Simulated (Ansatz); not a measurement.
CuI with two functionals, holes 3.0×10^21 cm⁻³

Start from CuI in the zinc blende structure (space group F-43m, No. 216; a = 6.079 Å).

(Cell as relaxed with PBE.)

Levels (all Ansatz, a quantum-chemistry and plane-wave program, PAW): PBE (420 eV, no spin-orbit coupling); r2SCAN (500 eV, no SOC).

Each level relaxes its own structure.

```tsv
base	PBE	r2SCAN
volume per atom	28.09 Å³	27.31 Å³
lattice parameter a	6.079 Å	6.023 Å
band gap	1.10 eV	1.67 eV
```

It is then changed as follows: holes 3.0×10^21 cm⁻³, on a uniform background at fixed cell.

```csv
quantity,PBE,r2SCAN
gap between the host's bands,1.31 eV,___
Fermi level relative to the doped band's edge (positive inside the band; to 0.05 eV),+0.30 eV,___
gap character,direct at Γ,___
shift of the gap caused by the change,+0.21 eV,___
```

**Question.** Predict the r2SCAN column.

**Answer.** 
- gap between the host's bands, r2SCAN: 1.88 eV
- Fermi level relative to the doped band's edge (positive inside the band; to 0.05 eV), r2SCAN: +0.30 eV
- gap character, r2SCAN: direct at Γ
- shift of the gap caused by the change, r2SCAN: +0.21 eV

PBE's gap between the host's bands lies 0.57 eV below r2SCAN's; the two agree on the Fermi level from band edge, gap character and shift of the gap caused by the change. Neither level is exact; r2SCAN is the comparison here, not a measurement.

Charged cell with a jellium background: band edges are those of the host's band count, energies are not comparable with the neutral cell, and many-body gap narrowing is missing. With I present, leaving out spin-orbit coupling can change the band edges. No phonon test of stability was made. The final runs are not spin-polarised.
